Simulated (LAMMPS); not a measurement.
Consider a melt made from Ni (fcc), 4000 atoms, at 1900 K and 0 GPa, brought to that temperature within a few picoseconds in molecular dynamics.

Method: classical MD, pair style eam, the elements' _u3.eam files (universal-3 set of Foiles, Baskes and Daw) (LAMMPS).

| r (Å) | g(r) |
|---|---|
| 1.900 | 0.000 |
| 1.940 | 0.002 |
| 1.980 | 0.007 |
| 2.020 | 0.042 |
| 2.060 | 0.098 |
| 2.100 | 0.248 |
| 2.140 | 0.491 |
| 2.180 | 0.837 |
| 2.220 | 1.23 |
| 2.260 | 1.71 |
| 2.300 | 2.08 |
| 2.340 | 2.41 |
| 2.380 | 2.63 |
| 2.420 | 2.72 |
| 2.460 | 2.74 |
| 2.500 | 2.63 |
| 2.540 | 2.53 |
| 2.580 | 2.33 |
| 2.620 | 2.16 |
| 2.660 | 1.97 |
| 2.700 | 1.78 |
| 2.740 | 1.62 |
| 2.780 | 1.43 |
| 2.820 | 1.32 |
| 2.860 | 1.19 |
| 2.900 | 1.09 |
| 2.940 | 0.968 |
| 2.980 | 0.918 |
| 3.020 | 0.846 |
| 3.060 | 0.781 |
| 3.100 | 0.725 |
| 3.140 | 0.695 |
| 3.180 | 0.681 |
| 3.220 | 0.640 |
| 3.260 | 0.623 |
| 3.300 | 0.600 |
| 3.340 | 0.578 |
| 3.380 | 0.593 |
| 3.420 | 0.578 |
| 3.460 | 0.570 |
| 3.500 | 0.566 |
| 3.540 | 0.583 |
| 3.580 | 0.575 |
| 3.620 | 0.598 |
| 3.660 | 0.619 |
| 3.700 | 0.642 |
| 3.740 | 0.665 |
| 3.780 | 0.687 |
| 3.820 | 0.722 |
| 3.860 | 0.749 |
| 3.900 | 0.801 |
| 3.940 | 0.831 |
| 3.980 | 0.870 |
| 4.020 | 0.902 |
| 4.060 | 0.955 |
| 4.100 | 0.998 |
| 4.140 | 1.03 |
| 4.180 | 1.07 |
| 4.220 | 1.11 |
| 4.260 | 1.12 |
| 4.300 | 1.17 |
| 4.340 | 1.17 |
| 4.380 | 1.21 |
| 4.420 | 1.23 |
| 4.460 | 1.24 |
| 4.500 | 1.26 |
| 4.540 | 1.26 |
| 4.580 | 1.27 |
| 4.620 | 1.27 |
| 4.660 | 1.27 |
| 4.700 | 1.26 |
| 4.740 | 1.25 |
| 4.780 | 1.24 |
| 4.820 | 1.23 |
| 4.860 | 1.19 |
| 4.900 | 1.18 |
| 4.940 | 1.16 |
| 4.980 | 1.12 |
| 5.020 | 1.10 |
| 5.060 | 1.07 |
| 5.100 | 1.03 |
| 5.140 | 1.01 |
| 5.180 | 0.972 |
| 5.220 | 0.963 |
| 5.260 | 0.938 |
| 5.300 | 0.909 |
| 5.340 | 0.900 |
| 5.380 | 0.878 |
| 5.420 | 0.862 |
| 5.460 | 0.854 |
| 5.500 | 0.838 |
| 5.540 | 0.826 |
| 5.580 | 0.820 |
| 5.620 | 0.828 |
| 5.660 | 0.836 |
| 5.700 | 0.828 |
| 5.740 | 0.842 |
| 5.780 | 0.845 |
| 5.820 | 0.848 |
| 5.860 | 0.862 |
| 5.900 | 0.889 |
| 5.940 | 0.894 |

Read from the full data:
- state found: liquid
- first peak of g(r): 2.44 Å, height 2.7
- coordination number: 12.9 (counted to 3.46 Å)
